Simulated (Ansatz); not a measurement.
# BaTiO3 (R3m, No. 160, 5 atoms in the cell; start mp-5020)

Method: PBE0 (Ansatz, a program for electronic structure, plane waves, PAW).

Numerical settings: plane-wave cutoff 460 eV, 6×6×6 k mesh, Fermi–Dirac smearing 0.01 eV, no spin polarisation, scalar-relativistic PAW data made under PBE.

Cell (relaxed with PBEsol):

```cif
data_Ba3O9Ti3
_chemical_formula_sum 'Ba3 Ti3 O9'
_space_group_name_H-M_alt 'R3m :H'
_space_group_IT_number 160
_space_group_name_Hall 'R 3 -2"'
_cell_length_a 5.63463
_cell_length_b 5.63463
_cell_length_c 6.92502
_cell_angle_alpha 90.000
_cell_angle_beta 90.000
_cell_angle_gamma 120.000
loop_
_atom_site_label
_atom_site_type_symbol
_atom_site_symmetry_multiplicity
_atom_site_Wyckoff_symbol
_atom_site_fract_x
_atom_site_fract_y
_atom_site_fract_z
_atom_site_occupancy
Ba1 Ba 3 a 0.00000 0.00000 0.00041 1
Ti1 Ti 3 a 0.00000 0.00000 0.51141 1
O1 O 9 b 0.16875 0.33750 0.31976 1
```
(The calculation used a cell of 5 atoms; values per cell refer to that cell.)

band gap: 4.56 eV (on the SCF k mesh)
smallest direct gap on the k points sampled: 4.85 eV

Note: cell and atoms aren't relaxed at this level (largest force component 0.19 eV/Å, pressure 1.0 GPa).

Spin–orbit coupling is not included.

It cost very roughly 2.6 core-minutes of CPU time.

A start named mp-… is a Materials Project structure, which need not be a measured phase.
